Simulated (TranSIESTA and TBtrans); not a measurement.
Run with TranSIESTA and TBtrans (open boundaries, self-consistent; PseudoDojo norm-conserving potentials, scalar-relativistic): Spin polarized, PAO.BasisSize DZP, PAO.EnergyShift 0.15 eV, XC.Authors PBE, Mesh.Cutoff 200 Ry, ElectronicTemperature 300 K, TS.Voltage 0.0 eV, TBT.Elecs.Eta 0.001 eV.

Junction: Na chain with one Ti atom in place of Na. Leads: straight Na chain, spacing 3.3 Å. Geometry: 3 atoms about the centre moved by SIESTA (PBE, DZP) to a largest force of 0.04 eV/Å, all others as built, motion along the axis alone. Transport runs along z; the first 6 and the last 6 of the 19 atoms are the lead cells, repeated to infinity.

```xyz
19
Lattice="9.000 0.000 0.000 0.000 9.000 0.000 0.000 0.000 61.700" Properties=species:S:1:pos:R:3 pbc="F F T"
Na     4.500     4.500     0.000
Na     4.500     4.500     3.300
Na     4.500     4.500     6.600
Na     4.500     4.500     9.900
Na     4.500     4.500    13.200
Na     4.500     4.500    16.500
Na     4.500     4.500    19.800
Na     4.500     4.500    23.100
Na     4.500     4.500    26.113
Ti     4.500     4.500    29.187
Na     4.500     4.500    32.231
Na     4.500     4.500    35.300
Na     4.500     4.500    38.600
Na     4.500     4.500    41.900
Na     4.500     4.500    45.200
Na     4.500     4.500    48.500
Na     4.500     4.500    51.800
Na     4.500     4.500    55.100
Na     4.500     4.500    58.400
```
Starting moments (μB): atom 10 +1.5.

### Question
Give the largest eigenchannel transmissions at the Fermi level (four at most) and the total.

### Answer
Up: 0.85 (total 0.85); down: 0.95 (total 0.95). Moments were seeded on the central atoms alone, and one start was tried. The straight chain is held at its spacing; free chains may zigzag or dimerise.
